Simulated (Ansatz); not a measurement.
GaN (model structure), treated with HSE06 (PAW; Ansatz, an electronic-structure program).

Run with plane-wave cutoff 520 eV, 12×12×6 k mesh (along the axes of the cell as run), Fermi–Dirac smearing 0.03 eV, scalar-relativistic PAW data made under PBE.

Starting structure:

```yaml
crystal:
  lattice:
    - [3.12940, 0.00000, 0.00000]
    - [-1.56470, 2.71014, 0.00000]
    - [0.00000, 0.00000, 4.36162]
  atoms:
    - { symbol: Ga, position: [0.00000, 0.00000, 0.00000] }
    - { symbol: Ga, position: [0.00000, 0.00000, 0.50000] }
    - { symbol: N, position: [0.33333, 0.66667, 0.25000] }
    - { symbol: N, position: [0.66667, 0.33333, 0.75000] }
```

Into what structure does the relaxation of cell and atoms lead at this level, with the symmetry of the start kept?

The volume grows by 3.2 %; final space group P6_3/mmc.
```yaml
crystal:
  lattice:
    - [2.95882, 0.00000, 0.00000]
    - [-1.47941, 2.56241, 0.00000]
    - [0.00000, 0.00000, 5.03431]
  atoms:
    - { symbol: Ga, position: [0.00000, 0.00000, 0.00000] }
    - { symbol: Ga, position: [0.00000, 0.00000, 0.50000] }
    - { symbol: N, position: [0.33333, 0.66667, 0.25000] }
    - { symbol: N, position: [0.66667, 0.33333, 0.75000] }
```

Note: the relaxation could raise the start's symmetry but not lower it, so the cell can be a saddle point.

A model structure was made by putting elements into a prototype or built by hand; it is no filed structure, need not be a known phase, and can be a saddle point held by its symmetry.
